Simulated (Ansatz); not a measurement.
Start from SiC (space group P6_3mc, No. 186).

```
CELL_PARAMETERS angstrom
      3.09415     0.00000     0.00000
     -1.54707     2.67961     0.00000
      0.00000     0.00000    10.12926
ATOMIC_POSITIONS crystal
  Si 0.00000 0.00000 0.50031
  Si 0.00000 0.00000 0.00031
  Si 0.33333 0.66667 0.25025
  Si 0.66667 0.33333 0.75025
  C  0.00000 0.00000 0.31285
  C  0.00000 0.00000 0.81285
  C  0.33333 0.66667 0.06221
  C  0.66667 0.33333 0.56221
```

Cartesian axes are those of the cell as printed.

All numbers come from Ansatz (a program for electronic structure), PBE, PAW, cutoff 420 eV, without spin-orbit coupling.

Strains are applied to the cell and any free atomic positions relax.

One change was made to it. Results:

```json
[
 {"quantity": "valence-band top at Γ (three highest levels, from the VBM)", "base": "0.00, 0.00, -0.05 eV", "after": "0.00, -0.02, -0.02 eV"},
 {"quantity": "energy relative to the base (free energy F)", "base": "0 meV/atom", "after": "+1.0 meV/atom"},
 {"quantity": "band gap", "base": "2.22 eV", "after": "2.25 eV"}
]
```

### Question
Name the change that was made.
A) uniaxial strain ε_zz = −1.50 %
B) uniaxial strain ε_zz = −0.75 %
C) uniaxial strain ε_zz = −2.25 %
D) uniaxial strain ε_zz = −3.00 %

### Answer
B, uniaxial strain ε_zz = −0.75 %. For comparison, the valence-band top at Γ in the other runs: uniaxial strain ε_zz = −3.00 % gives 0.00, -0.25, -0.25 eV; uniaxial strain ε_zz = −1.50 % gives 0.00, -0.09, -0.09 eV; uniaxial strain ε_zz = −2.25 % gives 0.00, -0.17, -0.17 eV.

Stability against distortions was not tested.
